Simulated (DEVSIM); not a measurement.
System: Co/Al2O3/n-Ge capacitor, at 400 K.

| layer (left to right) | material | thickness (nm) | Nd (cm⁻³) |
|---|---|---|---|
| 1 | Al2O3 | 7.00 | - |
| 2 | Ge | 660 | 8.2e17 |

Metal gate on the left, work function 5 eV. Fixed charge at the semiconductor interface 0 cm⁻² (in units of +e); interface traps 3.1e12 cm⁻² eV⁻¹, uniform in energy, neutral level at 0.3 of the gap above the valence band.

Constants are typed, rounded textbook-type inputs, not results; the design itself was drawn at random and stands for no fabricated device. Values at 300 K; Nc and Nv go as T^1.5, mobilities as T to minus their exponent, the gap by Varshni's rule with the affinity fixed.

```
parameter         Al2O3        Ge
----------------  -----  --------
gap (eV)            6.8     0.664
affinity (eV)      1.35         4
permittivity          9        16
Nc (cm⁻³)             -   1.04e19
Nv (cm⁻³)             -      6e18
Varshni α (eV/K)      -  0.000477
Varshni β (K)         -       235
```

Model (solved in DEVSIM): 1D Poisson equation in equilibrium, Boltzmann statistics, complete ionisation; no quantum confinement or tunnelling. Metal contacts follow the ideal Schottky-Mott rule: no Fermi-level pinning, no interface dipoles.

The gate work function was swept, all else fixed.

```json
[
 {"gate work function (eV)": "4.7", "threshold voltage (band bending 2φF) (V)": "-0.24", "flat-band voltage (V)": "0.74"},
 {"gate work function (eV)": "4.85", "threshold voltage (band bending 2φF) (V)": "-0.09", "flat-band voltage (V)": "0.89"},
 {"gate work function (eV)": "5", "threshold voltage (band bending 2φF) (V)": "0.06", "flat-band voltage (V)": "1.04"},
 {"gate work function (eV)": "5.15", "threshold voltage (band bending 2φF) (V)": "0.21", "flat-band voltage (V)": "1.19"},
 {"gate work function (eV)": "5.3", "threshold voltage (band bending 2φF) (V)": "0.36", "flat-band voltage (V)": "1.34"}
]
```

From the first row to the last the threshold voltage (band bending 2φF) goes from -0.24 to 0.36. From the first row to the last the flat-band voltage goes from 0.74 to 1.34.
